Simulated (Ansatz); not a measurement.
The reference is LaCoO3 (space group R-3c, No. 167; ferromagnetic).

```cif
data_Co6La6O18
_chemical_formula_sum 'La6 O18 Co6'
_space_group_name_H-M_alt 'R-3c :H'
_space_group_IT_number 167
_space_group_name_Hall '-R 3 2"c'
_cell_length_a 5.40357
_cell_length_b 5.40357
_cell_length_c 12.93157
_cell_angle_alpha 90.000
_cell_angle_beta 90.000
_cell_angle_gamma 120.000
loop_
_atom_site_label
_atom_site_type_symbol
_atom_site_symmetry_multiplicity
_atom_site_Wyckoff_symbol
_atom_site_fract_x
_atom_site_fract_y
_atom_site_fract_z
_atom_site_occupancy
La1 La 6 a 0.00000 0.00000 0.25000 1
O1 O 18 e 0.44759 0.44759 0.25000 1
Co1 Co 6 b 0.00000 0.00000 0.00000 1
```
(The calculation used a cell of 10 atoms; values per cell refer to that cell.)

Method: Ansatz (a first-principles code), PBEsol, PAW, cutoff 420 eV, no SOC.

For the base:

| Quantity | Value |
|---|---|
| Largest site moment | 1.02 μB |
| Volume per atom | 10.90 Å³ |

Now apply this change: a hydrostatic pressure of 5 GPa.

### Question
What happens to the largest site moment?

### Answer
The largest site moment drops by 0.13 μB, from 1.02 μB to 0.89 μB.

### Question
Predict the new volume per atom.

### Answer
The volume per atom falls by 0.28 Å³ (10.90 Å³ → 10.62 Å³).

Load acts through the strain it causes; cell and atoms are relaxed under it. No phonon test of stability was made. No other phases were tried under pressure. No Hubbard U is applied and the magnetic state is the run's own (LaCoO3 ferromagnetic); other magnetic orders, which need larger cells, were not tried and can change the gap.
